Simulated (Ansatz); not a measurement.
Defect migration in rock-salt TiN: Y-vacancy pair (Y on one host Ti site, one Ti site vacant), neutral cell. The step: the Y atom itself jumps into the vacancy (Y-vacancy distance between ideal sites 3.00 Å throughout); the atom moves 2.83 Å along (0.00, 0.47, 0.47) of the unit cell; the moving atom starts with neighbours 2 N at 2.20, 2 N at 2.23, 2 N at 2.27 Å and ends with 2 N at 2.20, 2 N at 2.23, 2 N at 2.27 Å. DFT values are from Ansatz (plane-wave PAW, 420 eV unless said) in a cell of 64 host sites, spin-restricted, static, with no finite-size correction. Forms of the defect that were not tried may lie lower. For the PBE band: the saddle point's order was not checked, and it lies on a symmetry element of the cell, where a band can be held.

```tsv
Level	Forward barrier (eV)	Cost of the band or of the saddle's single point
CHGNet universal potential (has no charge state), its own band	1.87	-
PBE, a 2×2×2 k-point mesh shifted by half a step, band relaxed	3.40	roughly 30 core-minutes
PBE, a 4×4×4 k-point mesh shifted by half a step, same geometries	3.47	very roughly 8 core-minutes
r2SCAN at 500 eV, a 2×2×2 k-point mesh shifted by half a step, same geometries	3.44	around 2.8 core-minutes (rough)
```

Ansatz is a program for electronic structure.
